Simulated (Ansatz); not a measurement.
# Ta₂Si (I4/mcm, No. 140, 6 atoms in the cell; start mp-2783)

These are PBEsol (Ansatz, a program for electronic structure, PAW) values and carry that method's errors.

Numerical settings: plane-wave cutoff 520 eV, 14×14×14 k mesh, Fermi–Dirac smearing 0.05 eV, scalar-relativistic PAW data made under PBE.

Cell (relaxed at this level):

```
CELL_PARAMETERS angstrom
     -3.06744     3.06744     2.52201
      3.06744    -3.06744     2.52201
      3.06744     3.06744    -2.52201
ATOMIC_POSITIONS crystal
  Ta 0.66303 0.83697 0.50000
  Ta 0.33697 0.16303 0.50000
  Ta 0.83697 0.33697 0.17395
  Ta 0.16303 0.66303 0.82605
  Si 0.25000 0.25000 0.00000
  Si 0.75000 0.75000 0.00000
```

| Quantity | Result |
|---|---|
| band gap | zero (no gap) |
| bulk modulus | 228 GPa |

Note: the relaxation could not lower the start's symmetry, so the cell can be a saddle point above a distorted one; the bulk modulus is −V dP/dV from two relaxed cells at ±2 % in volume.

Spin–orbit coupling is not included; it can open a gap where bands touch, and shift volumes and moduli.

Computed values are for the static lattice.

Cost on a shared machine: about 4 core-minutes (a rough figure).

A start named mp-… is a Materials Project structure, which need not be a measured phase.
